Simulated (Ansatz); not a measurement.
Consider Ge$_{2}$Sb$_{2}$Te$_{5}$ (space group P-3m1, No. 164; a = 4.2933 Å, c = 17.6342 Å). Axes: x lies along a and z along c of the hexagonal cell.

The values are results of PBE (Ansatz, a first-principles code, PAW, no SOC), not measurements.

For the base:

```
Property                         Value
-----------------------------  -------
Shortest interatomic distance  3.000 Å
```

The change: uniaxial strain ε_yy = +1.02 %, all other strain components held at zero; the atoms relax in the strained cell.

Task: What happens to the shortest interatomic distance and energy relative to the base?

Result: The shortest interatomic distance grows by 0.005 Å, from 3.000 Å to 3.005 Å; the energy rises by 0.7 meV/atom.

Stability against distortions was not tested.
